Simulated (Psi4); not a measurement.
Psi4 1.11, unrestricted TPSS/def2-tzvp: [CH2]S(C)=O, charge 0, multiplicity 2, 9 atoms. The geometry is a generated start, not checked to be a minimum at this level.

| Quantity | Value |
|---|---|
| task | energy |
| method | tpss |
| basis | def2-tzvp |
| memory | 3 GB |
| maxiter | 100 |
| keys of the molecule block | symmetry c1 |
| scf_type | df (default) |
| e_convergence | 1e-06 (default) |
| d_convergence | 1e-06 (default) |
| dft_radial_points | 75 (default) |
| dft_spherical_points | 302 (default) |
| basis functions | 160 |
| grid points | 193660 |

```xyz
9

C      1.3973    -0.1921     0.4777
S      0.3825     0.2093    -0.8591
C     -1.2698    -0.1644    -0.0694
O      0.4337     1.6522    -1.0785
H      1.4983    -1.2417     0.6852
H      2.2586     0.4306     0.6477
H     -1.3636     0.4247     0.8343
H     -1.2981    -1.2248     0.1456
H     -2.0388     0.1063    -0.7835
```

Charge 0 and multiplicity 2 are set for this test and not shown to be the ground state.

With the defaults (diis = true, scf_initial_accelerator = adiis, damping_percentage = 0, guess = auto, which took SAD, diis_start = 1, level_shift = 0, level_shift_cutoff = 0.01, diis_max_vecs = 10) it converges in 11 SCF iterations. One run each on 2 threads, with these changes:
- level_shift = 0.5, level_shift_cutoff = 0.001
- diis_start = 4
- level_shift = 0.1, level_shift_cutoff = 0.001
- guess = sapgau
- diis = false, scf_initial_accelerator = none, damping_percentage = 60
- guess = sadno
- diis_max_vecs = 20
- guess = huckel
- guess = modhuckel

Problem. Which runs fail or end elsewhere than the default run?

Solution. No convergence: diis = false, scf_initial_accelerator = none, damping_percentage = 60 (the run ends without SCF convergence in 100 iterations). The rest reach the solution of the defaults.

| setting | SCF iterations | end |
|---|---|---|
| the defaults | 11 | same solution |
| level_shift = 0.1, level_shift_cutoff = 0.001 | 11 | same solution |
| level_shift = 0.5, level_shift_cutoff = 0.001 | 11 | same solution |
| guess = sapgau | 11 | same solution |
| diis_max_vecs = 20 | 11 | same solution |
| guess = huckel | 12 | same solution |
| guess = modhuckel | 13 | same solution |
| guess = sadno | 13 | same solution |
| diis_start = 4 | 18 | same solution |
| diis = false, scf_initial_accelerator = none, damping_percentage = 60 | 100 | no convergence |
